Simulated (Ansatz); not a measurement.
Question: Name crystals whose hole conductivity mass lies between 0.75 and 1.17 mₑ and whose electron conductivity mass lies between 0.23 and 0.36 mₑ, by Ansatz (a quantum-chemistry and plane-wave program) with PBEsol with spin-orbit coupling, rigid bands.

Answer: Many crystals can fit; among those computed here:
- AgCl (Fm-3m): 0.83 mₑ, 0.26 mₑ
- MgSe (Fm-3m): 0.95 mₑ, 0.29 mₑ

Masses are for dilute carriers at 300 K, harmonic means over directions unless an axis is named.
